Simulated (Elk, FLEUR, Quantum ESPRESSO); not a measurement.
SmTl (Pm-3m, 2 atoms in the cell) computed with different codes at matched settings

Self-consistent single point.

```yaml
crystal:
  lattice:
    - [3.86980, 0.00000, 0.00000]
    - [0.00000, 3.86980, 0.00000]
    - [0.00000, 0.00000, 3.86980]
  atoms:
    - { symbol: Sm, position: [0.00000, 0.00000, 0.00000], spin: 5.0 }
    - { symbol: Tl, position: [0.50000, 0.50000, 0.50000] }
```
(The spins are starting values, not results.)

All programs got the same cell, k-point mesh and kind of occupations, and the same starting moments (in FLEUR's words: jspins = 2; fermiSmearingEnergy = 0.00367493 Htr; mesh (inpgen div1-3) = 11 11 11); potentials, basis and cutoffs are each program's usual ones.

```json
[
 {"code": "FLEUR", "model": "PBEsol, all-electron FLAPW (FLEUR), scalar-relativistic valence", "size of the net moment (μB/atom)": "3.00", "cutoff": "Kmax 3.8 1/bohr"},
 {"code": "Quantum ESPRESSO", "model": "PBEsol, SSSP 1.1.2 efficiency (PBE) pseudopotentials", "size of the net moment (μB/atom)": "2.99", "cutoff": "50 Ry"},
 {"code": "Elk", "model": "PBEsol, all-electron FP-LAPW, Elk's shipped species files, APW+lo basis with extra local orbitals", "size of the net moment (μB/atom)": "3.03", "cutoff": "rgkmax 8"}
]
```

The spread over the programs that give each value: size of the net moment within 0.04 μB/atom.

The starting cell comes from a database of computed structures (which also holds hypothetical and non-ambient phases and stackings), without a prior relaxation at this level. On FLEUR's run: Spin-orbit coupling is off. With one magnetic atom in the cell only a parallel order is possible. With U or open f shells several self-consistent states can exist. The f electrons are in the valence without U or exact exchange, which can misplace them near the Fermi level. Spin-orbit terms, which matter for f shells, are left out. Values depend on the basis (sphere radii, cutoffs, local orbitals), which need not be converged.

**Question.** Why do the programs differ, and what cannot be compared?

**Answer.** Differences of this kind can come from the potentials, where these differ, and from what each basis and cutoff leave unconverged. The zero of total energies and Fermi levels follows the potentials and each program's conventions, so they are not compared here. FLEUR and Elk treat all electrons, but the usual bases taken here (sphere radii, linearisation, local orbitals, empty states) were not tested for convergence, so the values are no reference for the others. Site moments depend on each program's spheres or projections; the total moment of the cell does not.

Left out of this page: Ansatz (with a known weakness of the program).
